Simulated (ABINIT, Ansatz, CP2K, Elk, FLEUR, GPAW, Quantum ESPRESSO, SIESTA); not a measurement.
# One structure in several programs: OsRu (P-6m2, 2 atoms in the cell)

Self-consistent single point, at a second geometry (lattice scaled by 0.98). First geometry:

```xyz
2
Lattice="2.6913 0.0000 0.0000 -1.3456 2.3307 0.0000 0.0000 0.0000 4.2440" Properties=species:S:1:pos:R:3 pbc="T T T"
Ru     0.0000     1.5538     0.0000
Os     1.3456     0.7769     2.1220
```

Shared settings, as Ansatz (an electronic-structure program) writes them: kpoints.mp_grid.grid = 9 9 5; scf.occupations.method = fermi_dirac; scf.occupations.width = 0.0073 Ry. Potentials and cutoffs stand in the table.

| code | model | ΔF from the first geometry (meV/atom) | pressure (GPa) | cutoff |
|---|---|---|---|---|
| Elk | LDA (PW92), all-electron FP-LAPW, Elk's shipped species files, APW+lo basis with extra local orbitals | 78.2 | – | rgkmax 8 |
| SIESTA | LDA PW92, numerical atomic orbitals DZP, PseudoDojo LDA standard norm-conserving potentials (rewritten from UPF to PSML) | 82.0 | 33.54 | grid 350 Ry |
| CP2K | LDA (Pade form), GPW, DZVP-MOLOPT-SR-GTH basis, GTH-PADE potentials (GTH_POTENTIALS) | 25.6 | 22.23 | grid 500 Ry |
| FLEUR | LDA (Perdew-Zunger), all-electron FLAPW (FLEUR), scalar-relativistic valence | 88.0 | – | Kmax 4.4 1/bohr |
| GPAW | LDA (Perdew-Wang 92), GPAW PAW datasets LDA (gpaw-data 1.0.1) | 63.5 | 27.71 | 600 eV |
| Ansatz | LDA (PW92), PAW files made with PBE | 80.7 | 31.81 | default |
| Quantum ESPRESSO | LDA (PZ), GBRV 1.5 ultrasoft (LDA) pseudopotentials | 81.1 | 31.95 | 40 Ry |
| ABINIT | LDA (PW92), norm-conserving pseudopotentials (PseudoDojo nc-sr-04 LDA standard) | 79.9 | 31.87 | 88 Ry |

A dash marks a value that a program does not give, or that is left out as unsure.

On Ansatz's run: spin-orbit coupling is off. Spin polarisation is off.

The spread over the programs that give each value: ΔF from the first geometry within 62.4 meV/atom; pressure within 11.31 GPa.

SIESTA and CP2K use small atom-centred bases, whose incompleteness enters pressures, forces and empty levels differently from a plane-wave cutoff. Elk and FLEUR treat all electrons, but the usual bases taken here (sphere radii, linearisation, local orbitals, empty states) were not tested for convergence, so the values are no reference for the others. Ansatz's pressure is given at a fixed set of plane waves, as the other plane-wave codes print theirs; with its correction for the finite basis it is 32.05 GPa (the shift of 0.25 GPa shows how far the cutoff is from converged). The same LDA comes in different parametrisations, which differ slightly. In the pressure, SIESTA (by 1.71), CP2K (by 9.60) and GPAW (by 4.12) lie more than 1 GPa from the median of the plane-wave programs.

The starting cell comes from a database of computed structures (which also holds hypothetical and non-ambient phases and stackings), without a prior relaxation at this level. Its lattice was rescaled by a random factor within 2.5 % of one. For this run, on top of that: lattice scaled by 0.98.

Keys are those of Ansatz 0.2.
